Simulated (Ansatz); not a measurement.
# Sr: pressure 0.3 GPa

Take Sr in the fcc (Cu type) structure (space group Fm-3m, No. 225; a = 5.923 Å) as the base.

Modification: a hydrostatic pressure of 0.3 GPa.

Level of theory: Ansatz (a first-principles code), PBEsol, PAW, cutoff 420 eV, spin-orbit coupling left out. Γ-centred 14×14×14 mesh, Fermi–Dirac width 0.05 eV.

- Volume per atom = 50.71 Å³ (base 51.93 Å³)
- Lattice parameter a = 5.876 Å (base 5.923 Å)
- Enthalpy H = E + PV relative to the base's energy = +0.10 eV/atom
- Band gap = zero (base zero)

Final structure:

```xyz
1
Lattice="0.0000 2.9379 2.9379 2.9379 0.0000 2.9379 2.9379 2.9379 0.0000" Properties=species:S:1:pos:R:3 pbc="T T T"
Sr     0.0000     0.0000     0.0000
```

Load acts through the strain it causes; cell and atoms are relaxed under it. Stability against distortions was not tested. Gaps under 0.05 eV, about the width of the smearing, are given as zero.
